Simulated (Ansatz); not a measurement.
The reference is PbTe in the rock salt structure (space group Fm-3m, No. 225).

```
CELL_PARAMETERS angstrom
      0.00000     3.26715     3.26715
      3.26715     0.00000     3.26715
      3.26715     3.26715     0.00000
ATOMIC_POSITIONS crystal
  Te 0.50000 0.50000 0.50000
  Pb 0.00000 0.00000 0.00000
```

Cartesian axes are those of the cell as printed.

All numbers come from r2SCAN in Ansatz (plane waves to 500 eV, PAW, no spin-orbit coupling).

For the base:

| Item | Value |
|---|---|
| Band gap | 1.09 eV |
| Hole mass | 0.57 mₑ along k, 0.088 mₑ across (at L) |
| Smallest direct gap | 1.09 eV |

One thing is altered: tensor shear ε_xy = +0.86 % (engineering shear γ = 0.0172), atoms relaxed at fixed cell.

Task: What happens to the band gap?

Result: The band gap drops by 0.09 eV (1.09 eV → 1.00 eV).

Task: How does this affect the hole mass?

Result: The hole mass changes from 0.57 mₑ along k, 0.088 mₑ across (at L) to 0.53 mₑ along k, 0.087 mₑ across (at L).

Task: What happens to the smallest direct gap?

Result: The smallest direct gap shrinks by 0.01 eV to 1.08 eV.

Task: What does the calculation give for the stress after the change?

Result: The stress (xx, yy, zz, yz, xz, xy; compression positive) amounts to (0.01, 0.01, 0.00, 0.00, 0.00, -0.27) GPa.

Task: Estimate the effect on the energy relative to the base.

Result: The energy goes up by 0.5 meV/atom.

With Pb and Te present, leaving out spin-orbit coupling can change the band edges. The cells carry an imposed strain or load. Effective masses come from finite differences of ±0.01 Å⁻¹. Along k means along the line from Γ to the band edge. Stability against distortions was not tested.

Ansatz is an electronic-structure program.
